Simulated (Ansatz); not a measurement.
Results of LC-ωPBE (Ansatz, an electronic-structure program, plane waves, PAW) for antifluorite K2S.

Numerical settings: plane-wave cutoff 460 eV, 6×6×6 k mesh, Fermi–Dirac smearing 0.01 eV, scalar-relativistic PAW data made under PBE.

Pressure at four volumes; x = ln(V/33.670 Å³). One pressure is withheld.

```json
[
 {"V (Å³/atom)": "31.986", "x": "-0.0513", "P (GPa)": "1.174"},
 {"V (Å³/atom)": "33.670", "x": "0.0000", "P (GPa)": "-0.011"},
 {"V (Å³/atom)": "34.512", "x": "0.0247", "P (GPa)": "-0.494"},
 {"V (Å³/atom)": "35.353", "x": "0.0488", "P (GPa)": "?"}
]
```

Q: Pass a parabola P(x) through the three rows shown, estimate the bulk modulus and its pressure derivative near zero pressure, and predict the withheld pressure.

A: Slopes between the rows: (-0.011 − (1.174))/(0.0000 − (-0.0513)) = -23.10 and (-0.494 − (-0.011))/(0.0247 − (0.0000)) = -19.55 GPa. Their difference over the span 0.0760 is c = 3.55/0.0760 = 46.7 GPa, so P(x) = 1.174 + (-23.10)(x − (-0.0513)) + 46.7 (x − (-0.0513))(x − (0.0000)). At the middle row B = −dP/dx = −[-23.10 + 46.7 × 0.0513] = 20.7 GPa, and B′ = dB/dP = 2c/B = 4.5. At x = 0.0488 the parabola gives -0.910 GPa; the run gives -0.916 GPa. The Birch–Murnaghan fit to the energies at all volumes has B0 = 20.7 GPa and B′ = 4.4.
